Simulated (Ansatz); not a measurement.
Start from CdTe in the zinc blende structure (space group F-43m, No. 216; a = 6.4086 Å). Axes: x, y, z lie along the cube axes.

The values are results of Ansatz (a quantum-chemistry and plane-wave program), LDA, PAW, cutoff 420 eV, without spin-orbit coupling, not measurements.

Strains are applied to the cell and any free atomic positions relax; under biaxial strain the out-of-plane vector relaxes too.

One change was made to it. Results:

| quantity | base | after |
|---|---|---|
| valley order (the lowest conduction-band minima on the path, energy above the VBM, named in the base's zone) | Γ 0.61 eV; L along ⟨111⟩ 1.68 eV | Γ 0.60 eV; L along [1-11] 1.56 eV; L along [111] 1.86 eV |
| pressure (mean of the normal stresses, compression positive) | 0.0 kbar | 9.1 kbar |

Problem. What was done to the base?
A) biaxial strain −1.67 %, plane normal [111], relaxed out of plane
B) biaxial strain −0.83 %, plane normal [111], relaxed out of plane
C) biaxial strain +0.42 %, plane normal [111], relaxed out of plane
D) biaxial strain −2.50 %, plane normal [111], relaxed out of plane

Solution. A, biaxial strain −1.67 %, plane normal [111], relaxed out of plane. For comparison, the valley order in the other runs: biaxial strain −2.50 %, plane normal [111], relaxed out of plane gives Γ 0.58 eV; L along [1-11] 1.49 eV; L along [111] 1.96 eV; biaxial strain +0.42 %, plane normal [111], relaxed out of plane gives Γ 0.57 eV; L along [111] 1.59 eV; L along [1-1-1] 1.66 eV; biaxial strain −0.83 %, plane normal [111], relaxed out of plane gives Γ 0.61 eV; L along [1-11] 1.62 eV; L along [111] 1.77 eV.

Spin-orbit coupling, missing from the scalar runs, can matter with Te. The levels and masses belong to the bands next to the band gap. Whether these cells are dynamically stable was not tested.
